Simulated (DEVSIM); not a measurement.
System: illuminated GaAs p-on-n cell, one wavelength, at 250 K.

Layer 1 from the left is GaAs, thickness (μm) 0.150, Na (cm⁻³) 9e17, τn (s) 3.3e-11, τp (s) 6.2e-10, absorption coefficient (cm⁻¹) 10000. Layer 2 from the left is GaAs, thickness (μm) 2.70, Nd (cm⁻³) 2.9e16, τn (s) 2.2e-9, τp (s) 2.2e-9, absorption coefficient (cm⁻¹) 10000.

Left contact: ohmic, minority electron recombination velocity 4000 cm/s. Right contact: ohmic, minority hole recombination velocity 10 cm/s. Voltage is applied to the left contact. Recombination: SRH at mid-gap, radiative, Auger. Light enters at the left, 1.7e18 photons cm⁻² s⁻¹, one pass, no reflection. Mobility is μmin + (μ − μmin)/(1 + (N/Nref)^α).

Constants are typed, rounded textbook-type inputs, not results; the design itself was drawn at random and stands for no fabricated device. Values at 300 K; Nc and Nv go as T^1.5, mobilities as T to minus their exponent, the gap by Varshni's rule with the affinity fixed.

GaAs: gap (eV) 1.424, affinity (eV) 4.07, permittivity 12.9, Nc (cm⁻³) 4.7e17, Nv (cm⁻³) 9e18, μn (cm²/Vs) 8500, μp (cm²/Vs) 400, μn,min 500, μp,min 20, Nref,n 6e16, Nref,p 1.5e17, αn 0.39, αp 0.38, T exponent of μn 2.1, T exponent of μp 2.2, B (cm³/s) 2e-10, Cn (cm⁶/s) 1e-30, Cp (cm⁶/s) 1e-30, Varshni α (eV/K) 0.000541, Varshni β (K) 204.

Model (solved in DEVSIM): 1D drift-diffusion, Boltzmann statistics, complete ionisation; no tunnelling, impact ionisation, image-force lowering or self-heating.

Dark forward current:

```
|V| (V)  |J| (A/cm²)
-------  -----------
0.05       3.570e-13
0.10       1.433e-12
0.15       4.923e-12
0.20       1.631e-11
0.25       5.357e-11
0.30       1.759e-10
0.35       5.771e-10
0.40        1.897e-9
0.45        6.249e-9
0.50        2.062e-8
0.55        6.822e-8
0.60        2.263e-7
0.65        7.534e-7
0.70        2.518e-6
0.75        8.464e-6
0.80        2.866e-5
0.85        9.827e-5
0.90       0.0003448
0.95        0.001271
1.00        0.005203
1.05         0.02584
1.10          0.1655
1.15           1.317
1.20           11.63
1.25           93.51
1.30           542.3
```

**Question.** Work out the local ideality factor n = ΔV / (kT/q · ln(J2/J1)) between the rows 0.10 and 0.15 V, 1.15 and 1.20 V, 1.25 and 1.30 V.

**Answer.** kT/q = 21.54 mV. From 0.10 to 0.15 V: ln(4.923e-12/1.433e-12) = 1.234, n = 1.88, near the 2 of recombination in the depletion region. From 1.15 to 1.20 V: ln(11.63/1.317) = 2.178, n = 1.07, near the 1 of diffusion or emission over a barrier. From 1.25 to 1.30 V: ln(542.3/93.51) = 1.758, n = 1.32; the layers' resistance at their doping, Σ W/(qμN) = 8.3e-6 Ω cm², would take 3.7 mV of this step of 50 mV.

**Question.** What current could the absorbed light give at most, and what share is collected?

**Answer.** Σ αd = 2.85, so qΦ(1 − exp(−Σ αd)) = 257 mA/cm². The simulated short-circuit current is 198.3 mA/cm², a share of 0.77.

**Question.** Estimate the open-circuit voltage by superposition: the voltage at which the dark current equals that short-circuit current.

**Answer.** Interpolating ln J in the table gives 1.104 V. The simulation gives 1.103 V, the same within the digits that matter. Superposition holds where collection doesn't change with voltage.

**Question.** Estimate the fill factor from FF0 = (v − ln(v + 0.72))/(v + 1), v = qVoc/(nkT), with n from the dark curve.

**Answer.** The rows about Voc, 1.10 and 1.15 V, give n = 1.12, so v = 45.8 and FF0 = 0.897. The simulation gives 0.834; the estimate lies 7.5 % above.
